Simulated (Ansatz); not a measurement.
The starting structures come from a database of crystals and need not be the phases stable at ambient conditions.

Tunnelling through a barrier is set by its complex band structure: the current falls as exp(−2κd) with the smallest κ.

Here is the system:

```
CELL_PARAMETERS angstrom
      4.50617     0.00000     0.00000
      0.00000     4.50617     0.00000
      0.00000     0.00000     6.15836
ATOMIC_POSITIONS crystal
  Al 0.00000 0.00000 0.00000
  In 0.50000 0.50000 0.50000
  Sb 0.00000 0.50000 0.23337
  Sb 0.50000 0.00000 0.76663
```

Space group of this cell: P-4m2. The cell is strained (lengths along the current scaled by 0.97, ions clamped); by r2SCAN its mean pressure is 1.5 GPa.

Transport runs along the normal of the first two printed cell vectors, the (001) (indices of the unstrained crystal) plane of the conventional cell.

No gap correction and no spin-orbit coupling; mid-gap values are interpolated between computed energies.

Q: Predict the band gap and the smallest decay constant κ at mid-gap from r2SCAN in Ansatz (an electronic-structure program).

A: Gap 1.15 eV on a 8×8×6 mesh; κ = 0.086 1/Å, at the zone centre.
